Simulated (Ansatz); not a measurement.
The parent structure is Hf in the hcp (Mg type) structure (space group P6_3/mmc, No. 194; a = 3.2040 Å, c = 5.0726 Å; relaxed with 0.1 eV smearing). Axes: x lies along a and z along c of the hexagonal cell.

Computed with Kohn–Sham DFT with the PBE functional, run in Ansatz (a quantum-chemistry and plane-wave program) with PAW and 420 eV plane waves, no SOC.

Strains are applied to the cell and any free atomic positions relax.

One change was made to it. Results:

The energy grows by 5.7 meV/atom; the pressure (mean of the normal stresses, compression positive) goes from zero to 2.3 GPa; the shortest interatomic distance falls by 0.041 Å to 3.098 Å.

Task: Which change produced these results?
(A) uniaxial strain ε_zz = −2.00 %
(B) uniaxial strain ε_zz = +2.00 %
(C) uniaxial strain ε_zz = −3.00 %
(D) uniaxial strain ε_zz = +1.50 %
(E) uniaxial strain ε_zz = +1.00 %

Result: A, uniaxial strain ε_zz = −2.00 %. For comparison, the pressure in the other runs: uniaxial strain ε_zz = +1.00 % gives -1.1 GPa; uniaxial strain ε_zz = +2.00 % gives -2.1 GPa; uniaxial strain ε_zz = +1.50 % gives -1.6 GPa; uniaxial strain ε_zz = −3.00 % gives 3.6 GPa.

Stability against distortions was not tested. The final runs are not spin-polarised.
